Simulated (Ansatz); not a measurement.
The cell is made up: elements placed on another compound's structure type, so the phase may be hypothetical.

The decay constant κ of evanescent states in the gap governs leakage through a thin film.

Data:

```yaml
crystal:
  lattice:
    - [6.71235, 0.00000, 0.00000]
    - [0.00000, 9.49270, 0.00000]
    - [0.00000, 4.74635, 4.74635]
  atoms:
    - { symbol: Al, position: [0.50000, 0.75000, 0.25000] }
    - { symbol: Al, position: [0.00000, 0.50000, 0.75000] }
    - { symbol: Al, position: [0.00000, 0.50000, 0.25000] }
    - { symbol: Al, position: [0.50000, 0.25000, 0.75000] }
    - { symbol: Al, position: [0.25000, 0.00000, 0.50000] }
    - { symbol: Al, position: [0.75000, 0.00000, 0.50000] }
    - { symbol: P, position: [0.00000, 0.75000, 0.75000] }
    - { symbol: P, position: [0.50000, 0.00000, 0.25000] }
    - { symbol: P, position: [0.50000, 0.00000, 0.75000] }
    - { symbol: P, position: [0.00000, 0.25000, 0.25000] }
    - { symbol: P, position: [0.25000, 0.50000, 0.50000] }
    - { symbol: P, position: [0.75000, 0.50000, 0.50000] }
```

Space group of this cell: Pm-3n. The cell was relaxed by PBE-D3(BJ).

Transport runs along the normal of the first two printed cell vectors.

The gap is the functional's own. No spin-orbit coupling. Mid-gap values are interpolated on the energy grid.

**Question.** State the band gap and the smallest decay constant κ at mid-gap according to PBEsol (Ansatz, a first-principles code).

**Answer.** Gap 1.39 eV on a 6×6×6 mesh; κ = 0.162 1/Å, at the zone centre.
